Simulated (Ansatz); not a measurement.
Ansatz (a quantum-chemistry and plane-wave program), DFT, PBE, plane waves, its default PAW files: fcc Cu, atoms displaced (Cu32), 32 atoms. Basis and mesh were picked for this test and aren't claimed converged.

Ansatz 0.2 input:
```yaml
crystal:
  lattice:
    - [7.23, 0.0, 0.0]
    - [0.0, 7.23, 0.0]
    - [0.0, 0.0, 7.23]
  atoms:
    - { symbol: Cu, position: [0.005237, 0.995477, 0.991163] }
    - { symbol: Cu, position: [0.001457, 0.250266, 0.243282] }
    - { symbol: Cu, position: [0.250319, 0.999349, 0.249833] }
    - { symbol: Cu, position: [0.251435, 0.255471, 0.999714] }
    - { symbol: Cu, position: [0.995595, 0.005525, 0.497196] }
    - { symbol: Cu, position: [0.994205, 0.247658, 0.751582] }
    - { symbol: Cu, position: [0.24843, 0.006953, 0.747666] }
    - { symbol: Cu, position: [0.244802, 0.248602, 0.509118] }
    - { symbol: Cu, position: [0.997198, 0.503709, 0.003258] }
    - { symbol: Cu, position: [0.00311, 0.749704, 0.249543] }
    - { symbol: Cu, position: [0.25313, 0.492407, 0.253692] }
    - { symbol: Cu, position: [0.250733, 0.747652, 0.006161] }
    - { symbol: Cu, position: [0.9994, 0.496734, 0.503702] }
    - { symbol: Cu, position: [0.995448, 0.746856, 0.745309] }
    - { symbol: Cu, position: [0.254, 0.496793, 0.747723] }
    - { symbol: Cu, position: [0.249517, 0.748136, 0.503049] }
    - { symbol: Cu, position: [0.495356, 0.001345, 0.991397] }
    - { symbol: Cu, position: [0.505279, 0.251962, 0.247173] }
    - { symbol: Cu, position: [0.743935, 0.991137, 0.249731] }
    - { symbol: Cu, position: [0.749844, 0.248589, 0.000244] }
    - { symbol: Cu, position: [0.499127, 0.002898, 0.504818] }
    - { symbol: Cu, position: [0.496612, 0.242142, 0.748074] }
    - { symbol: Cu, position: [0.752562, 0.000087, 0.749326] }
    - { symbol: Cu, position: [0.750741, 0.257773, 0.494199] }
    - { symbol: Cu, position: [0.502857, 0.497302, 0.004198] }
    - { symbol: Cu, position: [0.505098, 0.752797, 0.253838] }
    - { symbol: Cu, position: [0.748729, 0.502147, 0.252389] }
    - { symbol: Cu, position: [0.738031, 0.752953, 0.998692] }
    - { symbol: Cu, position: [0.505731, 0.499838, 0.494501] }
    - { symbol: Cu, position: [0.494453, 0.74785, 0.755288] }
    - { symbol: Cu, position: [0.743437, 0.497826, 0.753012] }
    - { symbol: Cu, position: [0.756729, 0.743049, 0.50085] }
kpoints:
  mp_grid: { grid: [3, 3, 3] }
hamiltonian:
  xc: pbe
  pseudopotentials: { kind: paw }
scf:
  occupations: { method: fermi_dirac, width: 0.1 }
output:
  forces: true
```

```bash
OMP_NUM_THREADS=88 ANSATZ_TIMINGS=1 ansatz run --backend cpu --threads 88 --kpoint-pools 1 --slots 1 --max-ram 200GiB --events-out run.ndjson --runs-dir run.runs --progress --plain run.yaml
```

The program reports k-points after symmetry: 14, bands at the start: 336, electrons: 608, plane waves at Γ: 7249, cutoff (eV): 420, FFT grid: 50×50×50, symmetry operations: 1.

Machine: one whole node, Arm Neoverse V2, 96 cores on 1 socket, no SMT, 1 L3 cache group; 94 cores' worth of CPU time may be used.

On 88 threads this takes 10 s. Times are wall-clock medians of two to five runs, from launch to exit, with nothing else on the machine. Processes are pinned to neighbouring cores unless said otherwise. The times hold for this build (release build for Arm (Neoverse V2), one process with threads). Scratch files lie in a memory file system.

Question: What should be changed to get the same answer (within 1.0 meV/atom in energy, 10 meV/Å in forces (largest component)) sooner? Keep to 88 cores.

Answer: Several could match; the one computed here: going from --kpoint-pools 1, --slots 1 to --kpoint-pools auto (default), --slots auto (default), the fastest of the measured ones that keep the result.

```diff
-OMP_NUM_THREADS=88 ANSATZ_TIMINGS=1 ansatz run --backend cpu --threads 88 --kpoint-pools 1 --slots 1 --max-ram 200GiB --events-out run.ndjson --runs-dir run.runs --progress --plain run.yaml
+OMP_NUM_THREADS=88 ANSATZ_TIMINGS=1 ansatz run --backend cpu --threads 88 --max-ram 200GiB --events-out run.ndjson --runs-dir run.runs --progress --plain run.yaml
```

Time: 10 s to 5.2 s (1.9× as fast). The largest move is in band solves (diag): 8.9 s to 4.4 s. The band solves carry the change: the iterations make 67024 against 67024 applications of H to a band, at 0.13 against 0.065 ms of diag time each. What the program resolved moves too: eigensolver slots from 1 to 14. These two results differ by: energy equal as printed, forces (largest component) equal as printed. Others tried: --kpoint-pools 1, --slots 12 (5.8 s); --kpoint-pools 1, --slots 4 (7.2 s).
